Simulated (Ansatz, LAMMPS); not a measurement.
Crystalline Ge, 1728 atoms, one frame of classical dynamics at 900 K, cell scaled from the potential's lattice parameter to the PBE one and held. Cell 34.56 × 34.56 × 34.56 Å, Ge1728, 1728 atoms. Prepared with Tersoff's 1989 multicomponent potential (SiCGe.tersoff) in LAMMPS: 30 ps at 900 K at fixed volume, last frame. The 60 atoms nearest one atom, with forces from PBE, support functions at accuracy medium on the grid of 370 eV run with Ansatz (a first-principles code) on the whole cell:

```csv
x (Å),y,z,Fx (eV/Å),Fy,Fz
0.000,0.000,0.000,-0.73,1.57,0.81
1.408,-1.361,-1.301,0.36,-0.24,-0.58
-1.467,-1.193,1.592,-0.01,-1.44,-0.55
-1.521,1.450,-1.491,0.88,1.07,1.35
1.341,1.589,1.654,-0.68,-0.20,-0.27
-0.098,-2.730,-2.641,0.08,0.00,-0.90
2.884,-2.668,0.086,-0.52,-0.95,0.19
2.734,-0.039,-2.889,0.43,0.83,-0.09
0.094,-2.761,2.904,-0.28,0.91,0.38
2.726,2.983,0.135,0.62,-0.24,0.90
-2.885,0.305,2.867,-1.48,-0.30,0.24
-2.958,0.137,-2.812,-0.45,-0.64,-0.29
2.804,0.132,2.994,-0.25,0.82,0.87
0.056,2.919,-2.916,-1.12,-0.14,0.07
-2.944,2.981,0.206,0.24,0.07,-0.93
-3.088,-2.861,0.197,0.97,1.37,-0.61
-0.214,2.958,3.207,1.23,0.96,-0.99
4.146,-1.090,1.457,0.11,-0.77,0.00
1.308,4.222,-1.271,-0.08,1.70,-1.06
4.103,1.582,-1.356,0.44,-0.45,-0.45
-1.540,-1.345,-4.204,-0.08,0.18,-0.03
-1.546,-4.213,-1.371,-1.18,0.35,0.09
1.357,-4.271,1.428,0.57,0.87,-0.01
-4.407,-1.253,-1.368,0.43,-0.18,0.74
1.238,1.388,-4.438,1.12,0.44,0.87
1.399,-1.204,4.536,-0.33,-0.16,-0.54
-1.531,4.463,1.709,0.26,-0.49,-0.86
-1.658,1.606,4.489,-1.08,0.59,-0.12
-4.585,1.695,1.529,1.22,0.32,0.76
-0.217,-5.588,0.059,0.93,-0.24,0.03
5.686,0.114,0.074,-0.83,1.20,-0.32
-5.786,0.262,0.116,0.04,-1.08,-0.72
-0.173,5.806,0.024,0.23,-0.91,0.39
-0.231,0.102,-5.809,0.10,-0.83,0.12
-0.162,0.411,5.800,1.05,-1.65,0.75
1.360,-4.021,-4.252,-0.25,-0.96,0.81
4.143,-4.206,-1.397,0.19,-0.57,0.59
-1.451,-4.087,4.266,-0.47,-0.41,-0.30
-4.393,1.606,-4.126,-0.88,0.11,-0.50
4.497,-1.406,-4.088,-1.48,-0.51,0.52
-4.309,4.351,-1.485,-0.25,0.54,1.44
-1.542,4.344,-4.351,0.63,0.17,-0.02
4.208,4.533,1.479,-0.90,-0.76,0.83
-4.562,-1.047,4.356,0.73,-0.39,0.35
-4.573,-4.221,1.503,-0.17,-0.05,0.81
4.290,1.548,4.536,-0.03,0.24,-0.82
1.249,4.523,4.599,0.51,-0.75,-0.36
5.410,-2.588,2.897,0.62,-0.33,0.20
2.914,-2.732,-5.570,0.40,0.44,-0.54
2.916,-5.479,2.912,-0.54,-1.23,0.04
-2.887,-2.684,5.654,-1.37,0.29,-0.08
5.774,-2.819,-2.497,-0.30,0.64,-0.50
2.806,3.014,-5.559,-1.08,-0.05,-0.97
-3.161,-2.681,-5.556,1.01,-0.21,-0.69
-3.001,-5.557,2.877,-0.02,-0.19,0.91
2.674,-5.752,-2.822,-0.21,1.21,0.14
-5.830,-2.789,-2.619,-0.07,0.21,-0.11
-2.959,-5.614,-2.913,-1.08,0.66,1.06
5.653,3.108,-2.757,-0.45,0.01,1.21
5.634,3.104,2.928,-0.92,-0.83,0.12
```
